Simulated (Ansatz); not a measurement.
The parent structure is TiSi2 (space group Cmcm, No. 63; a = 3.5266 Å, b = 13.5168 Å, c = 3.5652 Å). Axes: x, y, z lie along a, b, c of the conventional cell.

Method: r2SCAN/PAW in Ansatz (a first-principles code), without spin-orbit coupling.

Strains are applied to the cell and any free atomic positions relax; under biaxial strain the out-of-plane vector relaxes too.

One change was made to it. Results:

The pressure (mean of the normal stresses, compression positive) goes from zero to -7.0 GPa; the volume per atom rises by 1.07 Å³ (14.16 Å³ → 15.23 Å³); the band gap remains zero.

**Question.** Which of these changes matches the shifts?
A) biaxial strain +0.38 %, plane normal [001], relaxed out of plane
B) tensor shear ε_yz = −1.16 %
C) biaxial strain +4.91 %, plane normal [001], relaxed out of plane
D) isotropic strain +3.27 %

**Answer.** C, biaxial strain +4.91 %, plane normal [001], relaxed out of plane. For comparison, the pressure in the other runs: tensor shear ε_yz = −1.16 % gives 0.1 GPa; isotropic strain +3.27 % gives -10.9 GPa; biaxial strain +0.38 %, plane normal [001], relaxed out of plane gives -0.6 GPa.

Without a gap, meshes like the base's 14×14×13 leave anisotropic stresses uncertain by several tenths of a GPa, and small strain energies with them. Whether these cells are dynamically stable was not tested. All final runs are without spin polarisation.
